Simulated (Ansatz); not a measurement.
The starting structures come from a database of crystals and need not be the phases stable at ambient conditions.

Input:

```
CELL_PARAMETERS angstrom
      3.98333     0.00000     0.00000
      0.00000     5.72519     0.00000
      0.00000     2.86259     2.87534
ATOMIC_POSITIONS crystal
  Ba 0.00000 0.99659 0.00682
  Ti 0.50000 0.48150 0.03700
  O  0.50000 0.02157 0.46978
  O  0.50000 0.50865 0.46978
  O  0.00000 0.51180 0.97640
```

Space group of this cell: Amm2. The cell is taken as given; by r2SCAN its mean pressure is -1.8 GPa.

The current runs along the normal of the first two printed vectors. All runs by Ansatz (a first-principles code), plane waves and PAW, without spin-orbit coupling; the base is r2SCAN.

| run | mean pressure (GPa) | gap (eV) | mid-gap κ (1/Å) |
|---|---|---|---|
| base | -1.8 | 2.56 | 0.344 |
| all lengths scaled by 0.98 | 9.7 | 2.72 | 0.347 |
| all lengths scaled by 1.02 | -10.5 | (withheld) | 0.340 |
| lengths across the current scaled by 0.98, ions clamped | 5.7 | (withheld) | 0.344 |
| lengths across the current scaled by 1.02, ions clamped | -7.9 | 2.45 | 0.342 |
| lengths along the current scaled by 0.97, ions clamped | 3.5 | (withheld) | (withheld) |
| lengths along the current scaled by 1.03, ions clamped | -6.2 | 2.42 | 0.340 |

### Question
Some entries are withheld; supply them.

### Answer

- all lengths scaled by 1.02, gap (eV): 2.39
- lengths across the current scaled by 0.98, ions clamped, gap (eV): 2.63
- lengths along the current scaled by 0.97, ions clamped, gap (eV): 2.65
- lengths along the current scaled by 0.97, ions clamped, mid-gap κ (1/Å): 0.348
